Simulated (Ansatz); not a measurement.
We consider InSe (P-6m2, No. 187; cell taken from a computed entry), described by LDA (Ansatz, a program for electronic structure, plane waves, PAW).

Run with plane-wave cutoff 520 eV, 12×12×2 k mesh (along the axes of the cell as run), Fermi–Dirac smearing 0.01 eV, scalar-relativistic PAW data made under PBE.

Cell (relaxed with PBEsol):

```
InSe
1.0
    4.00812     0.00000     0.00000
   -2.00406     3.47113     0.00000
    0.00000     0.00000    16.87124
In Se
4 4
Direct
  0.00000   0.00000   0.58227
  0.00000   0.00000   0.41773
  0.33333   0.66667   0.91774
  0.33333   0.66667   0.08226
  0.66667   0.33333   0.84203
  0.66667   0.33333   0.15797
  0.33333   0.66667   0.65797
  0.33333   0.66667   0.34203
```

Problem. Estimate the band gap that the calculation returns.

Solution. 
band gap: 0.24 eV

Note: cell and atoms aren't relaxed at this level (largest force component 0.14 eV/Å, pressure -1.6 GPa); this cell isn't known to be the ambient phase, and symmetry holds it in the calculation.

Spin–orbit coupling is not included.

The result took roughly 2.8 core-minutes.
